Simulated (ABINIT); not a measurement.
A self-consistent single point of NbN (Fm-3m, 2 atoms in the cell) with ABINIT.

Level of theory: PBE, PAW (JTH v2.0 PBE PAW) (plane waves; ABINIT).

The change in words: lattice scaled by 0.98. Reference geometry:
```xyz
2
Lattice="0.0000 2.1950 2.1950 2.1950 0.0000 2.1950 2.1950 2.1950 0.0000" Properties=species:S:1:pos:R:3 pbc="T T T"
Nb     0.0000     0.0000     0.0000
N      2.1950     2.1950     2.1950
```

Reference input (self-consistent single point, DFT, PBE, plane waves, PAW (JTH v2.0 PBE PAW)): pseudos = [Nb.GGA_PBE-JTH.xml, N.GGA_PBE-JTH.xml]; ecut = 52 Ry; pawecutdg = 104 Ry; ixc = 11; occopt = 7; tsmear = 0.00499791 Ha; ngkpt = 17 17 17; nshiftk = 1; shiftk = 0 0 0; potentials = JTH v2.0 PBE PAW; nband = 14; kptopt = 1. This run's input differs from it in these lines:

```diff
@@ -3,7 +3,7 @@
 pseudos "Nb.GGA_PBE-JTH.xml, N.GGA_PBE-JTH.xml"
-acell 5.8660855106 5.8660855106 5.8660855106
+acell 5.7487638004 5.7487638004 5.7487638004
 rprim
-         0.0000000000    0.7071067812    0.7071067812
+        -0.0000000000    0.7071067812    0.7071067812
          0.7071067812   -0.0000000000    0.7071067812
-         0.7071067812    0.7071067812   -0.0000000000
+         0.7071067812    0.7071067812    0.0000000000
 natom 2
@@ -14,3 +14,3 @@
          0.0000000000    0.0000000000    0.0000000000
-         4.1479488436    4.1479488436    4.1479488436
+         4.0649898667    4.0649898667    4.0649898667
 ecut 52 Ry
```

The program printed (abridged):

```
--- !BeginCycle
solver: {iscf: 17, nstep: 50, nline: 4, wfoptalg: 10, }
tolerances: {tolvrs: 1.00E-11, }
...

     iter   Etot(hartree)      deltaE(h)  residm     nres2
 ETOT  1  -67.589682857470    -6.759E+01 6.902E-01 6.470E+01
 ETOT  2  -67.654802985451    -6.512E-02 9.012E-02 3.242E+01
 ETOT  3  -67.626236254044     2.857E-02 7.247E-03 1.009E+00
 ETOT  4  -67.627717491004    -1.481E-03 7.911E-03 3.290E-01
 ETOT  5  -67.627246755149     4.707E-04 1.834E-03 9.123E-03
   [... 6 lines left out ...]
 ETOT 12  -67.627260043852     1.171E-11 2.269E-05 1.180E-08
 ETOT 13  -67.627260043845     7.418E-12 1.120E-05 1.281E-10
 ETOT 14  -67.627260043844     1.847E-13 7.096E-06 2.326E-11
 ETOT 15  -67.627260043845    -1.279E-13 3.920E-06 6.677E-12
 At SCF step   15       nres2   =  6.68E-12 < tolvrs=  1.00E-11 =>converged.

 Cartesian components of stress tensor (hartree/bohr^3)
  sigma(1 1)= -1.00151422E-03  sigma(3 2)=  0.00000000E+00
  sigma(2 2)= -1.00151422E-03  sigma(3 1)=  0.00000000E+00
  sigma(3 3)= -1.00151422E-03  sigma(2 1)=  0.00000000E+00

 ----iterations are completed or convergence reached----

 reduced coordinates (array xred) for    2 atoms
       0.000000000000      0.000000000000      0.000000000000
       0.500000000000      0.500000000000      0.500000000000
 cartesian forces (eV/Angstrom) at end:
    1     -0.00000000000000    -0.00000000000000    -0.00000000000000
    2     -0.00000000000000    -0.00000000000000    -0.00000000000000
 frms,max,avg= 0.0000000E+00 0.0000000E+00   0.000E+00  0.000E+00  0.000E+00 e/A
   [... lines left out ...]
 Fermi (or HOMO) energy (hartree) =   0.66051   Average Vxc (hartree)=  -0.50302
   [... lines left out ...]
'-kT*entropy'       : -2.85582841572070E-04
total_energy        : -6.76272596484625E+01
total_energy_eV     : -1.84023132169420E+03
...

-Cartesian components of stress tensor (GPa)         [Pressure=  2.9466E+01 GPa]
- sigma(1 1)= -2.94655607E+01  sigma(3 2)=  0.00000000E+00
- sigma(2 2)= -2.94655607E+01  sigma(3 1)=  0.00000000E+00
- sigma(3 3)= -2.94655607E+01  sigma(2 1)=  0.00000000E+00

 Calculation completed.
```

The run converged in 15 iterations. 

The starting cell has typed, rounded lattice constants, without a prior relaxation at this level. For this run, on top of that: lattice scaled by 0.98. Spin polarisation is off. With a pressure of about 29 GPa the cell is away from its equilibrium volume at this level.

These are the values that this program gave, and no reference: the one-centre exchange-correlation terms come from a truncated expansion.

Cost on one core of a shared machine: roughly 80 s.
